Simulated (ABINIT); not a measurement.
A self-consistent single point of MgAl (P-6m2, 2 atoms in the cell) with ABINIT.

Method: LDA (PW92), norm-conserving pseudopotentials (PseudoDojo nc-sr-04 LDA standard) (plane waves; ABINIT 10.0.3).

The change in words: lattice scaled by 0.98. Reference geometry:
```yaml
crystal:
  lattice:
    - [2.99384, 0.00000, 0.00000]
    - [-1.49692, 2.59274, 0.00000]
    - [0.00000, 0.00000, 4.85148]
  atoms:
    - { symbol: Mg, position: [0.00000, 0.00000, 0.50000] }
    - { symbol: Al, position: [0.33333, 0.66667, 0.00000] }
```

Reference input (self-consistent single point, DFT, LDA (PW92), plane waves, norm-conserving pseudopotentials (PseudoDojo nc-sr-04 LDA standard)): pseudos = [Mg.upf, Al.upf]; ecut = 42 Ha; ixc = 7; occopt = 7; tsmear = 0.00367493 Ha; ngkpt = 10 10 6; nshiftk = 1; shiftk = 0 0 0; potentials = PseudoDojo nc-sr-04 LDA standard; nband = 12; kptopt = 1; nstep = 80. This run's input differs from it in these lines:

```diff
@@ -3,6 +3,6 @@
 pseudos "Mg.upf, Al.upf"
-acell 2.9938397143 2.9938397143 4.8514800000 Angstrom
+acell 2.9339627161 2.9339627161 4.7544500000 Angstrom
 rprim
-         1.0000000000    0.0000000221    0.0000000000
-        -0.5000000192    0.8660253927    0.0000000000
+         1.0000000000    0.0000001077    0.0000000000
+        -0.5000000932    0.8660253500    0.0000000000
          0.0000000000    0.0000000000    1.0000000000
```

The program printed (abridged):

```
--- !BeginCycle
solver: {iscf: 7, nstep: 80, nline: 4, wfoptalg: 0, }
tolerances: {tolvrs: 1.00E-11, }
...

     iter   Etot(hartree)      deltaE(h)  residm     vres2
 ETOT  1  -61.597909357193    -6.160E+01 1.992E-01 6.972E+01
 ETOT  2  -61.638922799582    -4.101E-02 1.045E-02 9.149E-01
 ETOT  3  -61.639041988937    -1.192E-04 3.300E-03 8.847E-02
 ETOT  4  -61.639061319747    -1.933E-05 1.898E-03 6.440E-03
 ETOT  5  -61.639062203691    -8.839E-07 4.754E-04 9.512E-06
 ETOT  6  -61.639062205007    -1.316E-09 3.672E-04 7.021E-08
 ETOT  7  -61.639062205013    -5.912E-12 1.272E-04 1.984E-09
 ETOT  8  -61.639062205011     2.188E-12 1.137E-04 1.565E-11
 ETOT  9  -61.639062205011    -5.826E-13 7.350E-05 8.958E-14
 At SCF step    9       vres2   =  8.96E-14 < tolvrs=  1.00E-11 =>converged.

 Cartesian components of stress tensor (hartree/bohr^3)
  sigma(1 1)= -1.03741794E-04  sigma(3 2)=  0.00000000E+00
  sigma(2 2)= -1.03741794E-04  sigma(3 1)=  0.00000000E+00
  sigma(3 3)= -6.82700643E-05  sigma(2 1)= -1.74076997E-13

 ----iterations are completed or convergence reached----

 reduced coordinates (array xred) for    2 atoms
       0.000000000000      0.000000000000      0.500000000000
       0.333333333333      0.666666666667      0.000000000000
 cartesian forces (eV/Angstrom) at end:
    1      0.00000000000000    -0.00000000000000    -0.00000000000000
    2     -0.00000000000000     0.00000000000000    -0.00000000000000
 frms,max,avg= 7.6294558E-27 1.2976484E-26   0.000E+00  0.000E+00  0.000E+00 e/A
   [... lines left out ...]
 Fermi (or HOMO) energy (hartree) =   0.22647   Average Vxc (hartree)=  -0.36033
 Fermi (or HOMO) energy (eV) =   6.16249   Average Vxc (eV)=  -9.80495
   [... lines left out ...]
total_energy        : -6.16390622050113E+01
total_energy_eV     : -1.67728418243098E+03
band_energy         : -1.26319899709744E+01
...

-Cartesian components of stress tensor (GPa)         [Pressure=  2.7043E+00 GPa]
- sigma(1 1)= -3.05218844E+00  sigma(3 2)=  0.00000000E+00
- sigma(2 2)= -3.05218845E+00  sigma(3 1)=  0.00000000E+00
- sigma(3 3)= -2.00857430E+00  sigma(2 1)= -5.12152120E-09

 Calculation completed.
```

The run converged in 9 iterations. Against the reference run the free energy goes up by 5.6 meV/atom and the pressure goes from -0.94 to 2.70 GPa.

The starting cell comes from a database of computed structures (which also holds hypothetical and non-ambient phases and stackings), without a prior relaxation at this level. For this run, on top of that: lattice scaled by 0.98.

Cost on one core of a shared machine: roughly 40 s.
